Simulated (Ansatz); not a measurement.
AlGeSiN (model structure, started from the AlSiCN type, R3m, No. 160, 4 atoms in the cell) was calculated with LDA in Ansatz (PAW).

Numerical settings: plane-wave cutoff 520 eV, 18×18×18 k mesh, Fermi–Dirac smearing 0.05 eV, scalar-relativistic PAW data made under PBE.

Cell (relaxed at this level):

Space group R3m, hexagonal axes (No. 160); a = 3.4671 Å, b = 3.4671 Å, c = 18.3478 Å, α = 90.00°, β = 90.00°, γ = 120.00°

```tsv
atom	site	symmetry	x	y	z
Al	3a	3m	0.0000	0.0000	0.0223
N	3a	3m	0.0000	0.0000	0.1244
Ge	3a	3m	0.0000	0.0000	0.4866
Si	3a	3m	0.0000	0.0000	0.6167
```
(The calculation used a cell of 4 atoms; values per cell refer to that cell.)

Estimate the bulk modulus that the calculation returns.


- bulk modulus = 71.0 GPa

The run finds no gap.

Note: the bulk modulus is −V dP/dV from two relaxed cells at ±2 % in volume; the relaxation could raise the start's symmetry but not lower it, so the cell can be a saddle point.

Static lattice: no zero-point or thermal effects.

Computing time: around 8 core-minutes (rough).

A model structure was made by putting elements into a prototype or built by hand; it is no filed structure, need not be a known phase, and can be a saddle point held by its symmetry.

Ansatz is a program for electronic structure.
